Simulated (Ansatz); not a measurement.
# What biaxial strain +0.99 %, plane normal [001], relaxed out of plane does to Cu3Sn

Base system: Cu3Sn (space group Pmmn, No. 59; a = 4.2641 Å, b = 5.4256 Å, c = 4.7748 Å). Axes: x, y, z lie along a, b, c of the conventional cell.

Modification: tensile biaxial strain of 0.99 % in the plane normal to [001], as in epitaxy on a mismatched substrate; the out-of-plane cell vector and the atoms relax.

Method: Ansatz (a quantum-chemistry and plane-wave program) PBEsol, spin-orbit coupling left out, earlier PAW set. Γ-centred 11×9×10 mesh, Fermi–Dirac width 0.05 eV.

- Volume per atom = 13.92 Å³ (base 13.81 Å³)
- Space group = Pmmn (No. 59) (base Pmmn (No. 59))
- Shortest interatomic distance = 2.566 Å (base 2.564 Å)
- Band gap = zero (base zero)
- Out-of-plane strain = -1.15 % (rough)
- Mean in-plane stress (compression positive) = -1.8 GPa (rough)

Final structure (turned so that z lies along the plane normal):

```
Cu3Sn
1.0
    4.30627     0.00000     0.00000
    0.00000     5.47935     0.00000
    0.00000     0.00000     4.72000
Cu Sn
6 2
Direct
  0.50000   0.00000   0.30170
  0.00000   0.50000   0.69830
  0.00000   0.75213   0.15642
  0.00000   0.24787   0.15642
  0.50000   0.74787   0.84358
  0.50000   0.25213   0.84358
  0.50000   0.50000   0.34119
  0.00000   0.00000   0.65881
```

Without a gap, meshes like the base's 11×9×10 leave anisotropic stresses uncertain by several tenths of a GPa, and small strain energies with them. Stability against distortions was not tested. All final runs are without spin polarisation.
